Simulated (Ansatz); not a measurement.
Results of PBEsol in Ansatz (plane waves, PAW) for Ru (model structure, started from the simple cubic type, Pm-3m, No. 221, 1 atom in the cell).

Settings: plane-wave cutoff 520 eV, 22×22×22 k mesh, Fermi–Dirac smearing 0.05 eV, no spin polarisation, scalar-relativistic PAW data made under PBE.

Cell (relaxed at this level):

```
CELL_PARAMETERS angstrom
      2.48027     0.00000     0.00000
      0.00000     2.48027     0.00000
      0.00000     0.00000     2.48027
ATOMIC_POSITIONS crystal
  Ru 0.00000 0.00000 0.00000
```

Q: What does this level give for the bulk modulus?

A: 
- bulk modulus: 248 GPa

Note: the run has no spin polarisation, so it can have missed a magnetic state; the bulk modulus is −V dP/dV from two relaxed cells at ±2 % in volume; the relaxation could raise the start's symmetry but not lower it, so the cell can be a saddle point.

Static lattice: no zero-point or thermal effects.

A model structure was made by putting elements into a prototype or built by hand; it is no filed structure, need not be a known phase, and can be a saddle point held by its symmetry.

Ansatz is a first-principles code.
